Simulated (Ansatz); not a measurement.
Start from Be in the hcp (Mg type) structure (space group P6_3/mmc, No. 194; a = 2.263 Å, c = 3.563 Å). Axes: x lies along a and z along c of the hexagonal cell.

Level of theory: DFT with r2SCAN, PAW potentials and a 500 eV plane-wave cutoff in Ansatz (an electronic-structure program), no SOC, earlier PAW set.

Free-standing slabs (1 atom(s) a layer) normal to the z axis with 15 Å of vacuum; in-plane cell held at bulk.

One change was made to it. Results:

The excess energy per area of both faces (slab less bulk energy over the cell's area: twice a surface energy) comes out as 3.7 J/m² (uncertain by up to 0.1 J/m²); the shortest interatomic distance grows by 0.054 Å, from 2.209 Å to 2.263 Å; the band gap is still zero.

Q: Which change produced these results?
A. 4 layers
B. 3 layers
C. 6 layers

A: B, 3 layers. For comparison, the shortest interatomic distance in the other runs: 4 layers gives 2.237 Å; 6 layers gives 2.228 Å.

Slab and bulk use different k-meshes, which limits the precision of the excess energy. Stability against distortions was not tested.
